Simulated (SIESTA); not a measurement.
A self-consistent single point of Y2NiRu3 (P1, 6 atoms in the cell) with SIESTA.

Method: GGA PBEsol, numerical atomic orbitals DZP, PseudoDojo PBEsol standard norm-conserving potentials (rewritten from UPF to PSML) (SIESTA).

The change in words: atoms moved at random. Reference geometry:
```yaml
crystal:
  lattice:
    - [2.56956, 1.48354, 4.27125]
    - [-2.56956, 1.48354, 4.27125]
    - [0.00000, -2.96707, 4.27125]
  atoms:
    - { symbol: Y, position: [0.12304, 0.12304, 0.12304] }
    - { symbol: Y, position: [0.87696, 0.87696, 0.87696] }
    - { symbol: Ni, position: [0.50000, 0.50000, 0.50000] }
    - { symbol: Ru, position: [0.00000, 0.50000, 0.50000] }
    - { symbol: Ru, position: [0.50000, 0.00000, 0.50000] }
    - { symbol: Ru, position: [0.50000, 0.50000, 0.00000] }
```

Reference input (self-consistent single point, DFT, GGA PBEsol, numerical atomic orbitals DZP, PseudoDojo PBEsol standard norm-conserving potentials (rewritten from UPF to PSML)): XC.functional = GGA; XC.authors = PBEsol; potentials = PseudoDojo PBEsol standard; PAO.BasisSize = DZP; PAO.EnergyShift = 0.005 Ry; MeshCutoff = 350 Ry; kgrid.MonkhorstPack = 5 5 5; OccupationFunction = FD; ElectronicTemperature = 0.136 eV; MaxSCFIterations = 150; SCF.Mixer.Method = Pulay; SCF.Mixer.Weight = 0.1. This run's input differs from it in these lines:

```diff
@@ -19,8 +19,8 @@
 %block AtomicCoordinatesAndAtomicSpecies
-     0.000000000   -0.000000000    1.576592094  1
-     0.000000000   -0.000000000   11.237166906  1
-     0.000000000    0.000000000    6.406879500  2
-    -1.284780000   -0.741768000    4.271253000  3
-     1.284780000   -0.741768000    4.271253000  3
-     0.000000000    1.483536000    4.271253000  3
+    -0.011701776   -0.019867514    1.580320897  1
+     0.019747069    0.018533815   11.188760796  1
+    -0.070113014    0.037364338    6.472592727  2
+    -1.278690143   -0.734029876    4.211459729  3
+     1.311986501   -0.701249665    4.282926334  3
+     0.028771363    1.399245935    4.298341287  3
 %endblock AtomicCoordinatesAndAtomicSpecies
```

The program printed (abridged):

```
        iscf     Eharris(eV)        E_KS(eV)     FreeEng(eV)     dDmax    Ef(eV) dHmax(eV)
   scf:    1   -14810.084049   -14973.257096   -14973.636225  1.475643 -4.123159 28.044371
   scf:    2   -15032.290091   -15020.504731   -15020.750559  0.634863 -4.980371  8.354932
   scf:    3   -15025.712641   -15025.679799   -15025.962969  0.146705 -5.259267  5.959236
   scf:    4   -15027.023430   -15026.555190   -15026.830674  0.075776 -5.423496  2.233074
   scf:    5   -15027.135221   -15027.000681   -15027.286531  0.158734 -5.703509  1.312329
   [... 9 lines left out ...]
   scf:   15   -15027.101965   -15027.101959   -15027.397087  0.000069 -5.695117  0.000242
   scf:   16   -15027.101964   -15027.101961   -15027.397087  0.000013 -5.695120  0.000207
   scf:   17   -15027.101976   -15027.101969   -15027.397087  0.000046 -5.695126  0.000036
   scf:   18   -15027.101969   -15027.101969   -15027.397087  0.000003 -5.695131  0.000037
SCF Convergence by DM+H criterion
max |DM_out - DM_in|         :     0.0000028122
max |H_out - H_in|      (eV) :     0.0000371813
SCF cycle converged after 18 iterations

Using DM_out to compute the final energy and forces

siesta: E_KS(eV) =           -15027.1020

siesta: E_KS - E_eggbox =    -15027.1020

siesta: Atomic forces (eV/Ang):
     1    0.254923    0.458350   -0.212680
     2   -0.110795   -0.016258    0.257129
     3    0.331357   -0.425960   -0.431098
     4   -0.362260   -0.558991    0.570475
     5    0.182450   -0.905904    0.105191
     6   -0.294467    1.451473   -0.276986
   Tot    0.001208    0.002710    0.012030
   Max    1.451473
   Res    0.515343    sqrt( Sum f_i^2 / 3N )
   Max    1.451473    constrained

   [... lines left out ...]
siesta: FreeEng =    -15027.397087
siesta: Cell volume =         97.692990 Ang**3
siesta:          44.25322848         16.56046084  kBar
   [... lines left out ...]
              0.325   1.455   1.438   1.585   1.624   1.592  -0.076  -0.153

             -0.097  -0.111  -0.154

mulliken: Qtot =       88.000

Mulliken Atomic Populations:
Atom #   charge [q] valence [e]  Species
     1     0.679152   10.320848  Y
     2     0.620750   10.379250  Y
     3     0.357983   17.642017  Ni
     4    -0.562733   16.562733  Ru
     5    -0.551559   16.551559  Ru
     6    -0.543592   16.543592  Ru
 Total    -0.000000
```

The run converged in 18 iterations. Against the reference run the free energy goes up by 24.6 meV/atom, the pressure goes from 3.58 to 4.43 GPa and the largest force goes from 0.097 to 1.507 eV/Å.

The starting cell comes from a database of computed structures (which also holds hypothetical and non-ambient phases and stackings), without a prior relaxation at this level. Its lattice was rescaled by a random factor within 2.5 % of one. For this run, on top of that: atoms moved at random. Spin polarisation is off. Values carry the incompleteness of an atom-centred basis. With a pressure of about 4 GPa the cell is away from its equilibrium volume at this level. Forces in this geometry exceed 1 eV/Å.

Cost on one core of a shared machine: roughly 3 min.
